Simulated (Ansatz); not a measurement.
Start from MgSe in the rock salt structure (space group Fm-3m, No. 225).

```xyz
2
Lattice="0.0000 2.7248 2.7248 2.7248 0.0000 2.7248 2.7248 2.7248 0.0000" Properties=species:S:1:pos:R:3 pbc="T T T"
Mg     0.0000     0.0000     0.0000
Se     2.7248     2.7248     2.7248
```

Level of theory: Ansatz (a first-principles code), PBEsol, PAW, cutoff 420 eV, no SOC.

Before the change:

| Property | Value |
|---|---|
| Band gap | 1.78 eV |
| Electron mass | 0.49 mₑ along k, 0.23 mₑ across (at X) |

Modification: the cell is scaled by 0.9700 in all directions, atoms relaxed at fixed cell.

What happens to the band gap, electron mass and energy relative to the base?

The band gap rises by 0.14 eV, from 1.78 eV to 1.92 eV; the electron mass becomes 0.50 mₑ along k, 0.24 mₑ across (at X) (base: 0.49 mₑ along k, 0.23 mₑ across (at X)); the energy rises by 36 meV/atom.

The cells carry an imposed strain or load. Masses are band curvatures over ±0.01 Å⁻¹ around the edge. Along k means along the line from Γ to the band edge. Whether these cells are dynamically stable was not tested.
